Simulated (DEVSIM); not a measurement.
DEVSIM, 1D drift-diffusion, Boltzmann statistics, complete ionisation; no tunnelling, impact ionisation, image-force lowering or self-heating.

Structure: abrupt Ge p-n junction, at 300 K.

```
layer (left to right)  material  thickness (μm)  Nd (cm⁻³)  Na (cm⁻³)  τn (s)  τp (s)
---------------------  --------  --------------  ---------  ---------  ------  ------
1                            Ge            11.0          -     8.1e16  6.1e-7  6.1e-7
2                            Ge           0.520     8.3e15          -  6.1e-7  6.1e-7
```

Left contact: ohmic. Right contact: ohmic. Voltage is applied to the left contact. Recombination: SRH at mid-gap, radiative. Mobility is μmin + (μ − μmin)/(1 + (N/Nref)^α).

This is a model device: material constants are rounded textbook-type values typed into the input, and sizes, dopings and lifetimes were drawn at random. Values at 300 K; Nc and Nv go as T^1.5, mobilities as T to minus their exponent, the gap by Varshni's rule with the affinity fixed. The table also holds parameters that only a changed run uses.

```
parameter               Ge
----------------  --------
gap (eV)             0.664
affinity (eV)            4
permittivity            16
Nc (cm⁻³)          1.04e19
Nv (cm⁻³)             6e18
μn (cm²/Vs)           3900
μp (cm²/Vs)           1900
μn,min                 150
μp,min                 100
Nref,n              2.6e17
Nref,p                4e17
αn                    0.56
αp                     0.6
T exponent of μn      1.66
T exponent of μp      2.33
B (cm³/s)          6.4e-14
Cn (cm⁶/s)           1e-31
Cp (cm⁶/s)           1e-31
Varshni α (eV/K)  0.000477
Varshni β (K)          235
```

One input was changed, with this effect: largest field in the device at zero bias 24000 → 17000 V/cm; potential step across the device at zero bias 0.368 → 0.125 V.

**Question.** Which change was it?
(A) thickness of layer 1 11 → 55 μm
(B) temperature 300 → 450 K
(C) minority lifetime in layer 2 6.1e-07 → 6.1e-08 s
(D) constant mobility in place of the doping-dependent one
(E) Auger recombination switched on

**Answer.** B, temperature 300 → 450 K
